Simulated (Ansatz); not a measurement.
For MgZnO₂ (R-3m, No. 166, 4 atoms in the cell; start mp-1221939), LDA in Ansatz (PAW) gives:

| Quantity | Result |
|---|---|
| equilibrium lattice constant a | 2.968 Å |
| c axis length | 14.420 Å |
| bulk modulus | 189 GPa |
| cohesive energy | 5.13 eV/atom |
| band gap | 2.88 eV |

Problem. What does PBEsol (PAW; Ansatz, a program for electronic structure) give for the same quantities?

Solution. 
- lattice constant a: 3.006 Å (rises by 1.3 %)
- lattice parameter c: 14.608 Å (goes up by 1.3 %)
- bulk modulus: 172 GPa (shrinks by 9.0 %)
- cohesive energy: 4.59 eV/atom (decreases by 0.54 eV/atom)
- band gap: 2.58 eV (falls by 0.30 eV)

Changes are worked out from the printed values.

Unless a cell is named, each level is at its own relaxed cell (LDA 9.17, PBEsol 9.52 Å³/atom).

Density-functional gaps are differences of (generalised) Kohn–Sham levels.

Caveats: the bulk modulus is −V dP/dV from two relaxed cells at ±2 % in volume (LDA, PBEsol); the relaxation could not lower the start's symmetry, so the cell can be a saddle point above a distorted one (LDA, PBEsol). Ansatz's density-functional and Hartree–Fock values are scalar-relativistic unless marked +SOC, with PAW data made under PBE.

A start named mp-… is a Materials Project structure, which need not be a measured phase.
